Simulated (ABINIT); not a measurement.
## Short convergence ladders for W (Im-3m, 1 atom in the cell)

```
CELL_PARAMETERS angstrom
     -1.57210     1.57210     1.57210
      1.57210    -1.57210     1.57210
      1.57210     1.57210    -1.57210
ATOMIC_POSITIONS crystal
  W  0.00000 0.00000 0.00000
```

Base method: PBE, PAW (JTH v2.0 PBE PAW) (plane waves; ABINIT 10.0.3).

Base settings: pseudos = [W.GGA_PBE-JTH.xml]; ecut = 544 eV; pawecutdg = 1088 eV; pawxcdev = 0; ixc = 11; occopt = 3; tsmear = 0.00367493 Ha; ngkpt = 11 11 11; nshiftk = 1; shiftk = 0 0 0.

The count of work is k-points × plane waves × bands × iterations; it is no time. Core times come from one kind of shared machine, to one figure; runs under 30 s give none.

**The k-point mesh**

Only quantities that move along the ladder and can be compared are tabulated.

```tsv
ngkpt	free energy less the last step's (meV/atom)	pressure (GPa)	count of work / last
3 3 3	405.61	21.66	0.021
4 4 4	159.66	11.32	0.032
5 5 5	-45.36	12.22	0.037
7 7 7	62.47	13.07	0.085
9 9 9	-16.27	12.01	0.17
11 11 11	19.02	12.60	0.22
13 13 13	-9.88	12.13	0.38
15 15 15	3.77	12.45	0.60
19 19 19	0.00	12.22	1.0
```

Coarsest ngkpt that holds the pressure within 0.5 GPa of the last step, with all finer ones: 9 9 9, at 0.17 of the last step's count of work; the step before is off by 0.85 GPa.

Coarsest ngkpt that holds the free energy within 5 meV/atom: not settled: the last two steps still differ by 3.8 meV/atom, over half the tolerance, so the ladder does not show it.

**The k-point mesh at a smearing width of 0.3 eV**

In this ladder: tsmear = 0.0110248 Ha.

Only quantities that move along the ladder and can be compared are tabulated.

| ngkpt | free energy less the last step's (meV/atom) | pressure (GPa) | count of work / last | core time / last (rough) |
|---|---|---|---|---|
| 5 5 5 | -36.19 | 11.83 | 0.011 | – |
| 6 6 6 | -52.26 | 11.07 | 0.026 | – |
| 8 8 8 | 9.02 | 13.17 | 0.042 | – |
| 11 11 11 | 6.67 | 13.00 | 0.077 | 0.1 |
| 16 16 16 | -0.90 | 12.68 | 0.20 | 0.2 |
| 24 24 24 | -0.06 | 12.72 | 0.61 | 0.5 |
| 29 29 29 | 0.00 | 12.72 | 1.0 | 1 |

Coarsest ngkpt that holds the free energy within 5 meV/atom of the last step, with all finer ones: 16 16 16, at 0.20 of the last step's count of work and about 0.2 of the last step's time; the step before is off by 6.7 meV/atom.

Coarsest ngkpt that holds the pressure within 0.1 GPa of the last step, with all finer ones: 16 16 16, at 0.20 of the last step's count of work and about 0.2 of the last step's time; the step before is off by 0.28 GPa.

**The number of bands**

The mesh stays at the base's, so the ladder's end is converged at best in this setting alone.

Only quantities that move along the ladder and can be compared are tabulated.

| nband | free energy less the last step's (meV/atom) | pressure (GPa) | count of work / last |
|---|---|---|---|
| 7 | 233.91 | 16.81 | 0.95 |
| 8 | 0.18 | 12.60 | 0.32 |
| 9 | 0.00 | 12.60 | 0.25 |
| 10 | 0.00 | 12.60 | 0.27 |
| 11 | 0.00 | 12.60 | 0.38 |
| 17 | 0.00 | 12.60 | 0.47 |
| 39 | 0.00 | 12.60 | 1.0 |

Coarsest nband that holds the pressure within 0.5 GPa of the last step, with all finer ones: 8, at 0.32 of the last step's count of work; the step before is off by 4.2 GPa.

Coarsest nband that holds the free energy within 1 meV/atom of the last step, with all finer ones: 8, at 0.32 of the last step's count of work; the step before is off by 230 meV/atom.

On the base run: the starting cell has typed, rounded lattice constants, without a prior relaxation at this level. Its lattice was rescaled by up to half a per cent. Spin polarisation is off. In the base run, with a pressure of about 13 GPa the cell is away from its equilibrium volume at this level.
